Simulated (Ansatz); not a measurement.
## Hf: response to strain

The parent structure is Hf in the hcp (Mg type) structure (space group P6_3/mmc, No. 194; a = 3.158 Å, c = 5.004 Å; relaxed with 0.1 eV smearing). Axes: x lies along a and z along c of the hexagonal cell.

Strains are applied to the cell and any free atomic positions relax; under biaxial strain the out-of-plane vector relaxes too.

Computed with Ansatz (a first-principles code), PBEsol, PAW, cutoff 420 eV, scalar-relativistic without spin-orbit coupling.

Notes on the quantities. pressure: mean of the normal stresses, compression positive.

| case | volume per atom | pressure |
|---|---|---|
| base | 21.61 Å³ | 0.0 GPa |
| biaxial strain −2.50 %, plane normal [001], relaxed out of plane | 20.93 Å³ | 3.7 GPa |
| biaxial strain −2.00 %, plane normal [001], relaxed out of plane | 21.07 Å³ | 2.9 GPa |
| biaxial strain −1.50 %, plane normal [001], relaxed out of plane | 21.20 Å³ | (withheld) |
| biaxial strain −1.00 %, plane normal [001], relaxed out of plane | 21.34 Å³ | 1.4 GPa |
| biaxial strain −0.50 %, plane normal [001], relaxed out of plane | 21.47 Å³ | (withheld) |
| biaxial strain +0.50 %, plane normal [001], relaxed out of plane | (withheld) | (withheld) |
| biaxial strain +1.00 %, plane normal [001], relaxed out of plane | 21.89 Å³ | -1.4 GPa |
| biaxial strain +1.50 %, plane normal [001], relaxed out of plane | 22.04 Å³ | -2.0 GPa |
| biaxial strain +3.00 %, plane normal [001], relaxed out of plane | 22.46 Å³ | -3.8 GPa |

Q: What belongs in the blanks?

A: 
- biaxial strain −1.50 %, plane normal [001], relaxed out of plane, pressure: 2.2 GPa
- biaxial strain −0.50 %, plane normal [001], relaxed out of plane, pressure: 0.7 GPa
- biaxial strain +0.50 %, plane normal [001], relaxed out of plane, volume per atom: 21.75 Å³
- biaxial strain +0.50 %, plane normal [001], relaxed out of plane, pressure: -0.7 GPa

No phonon test of stability was made. All final runs are without spin polarisation.
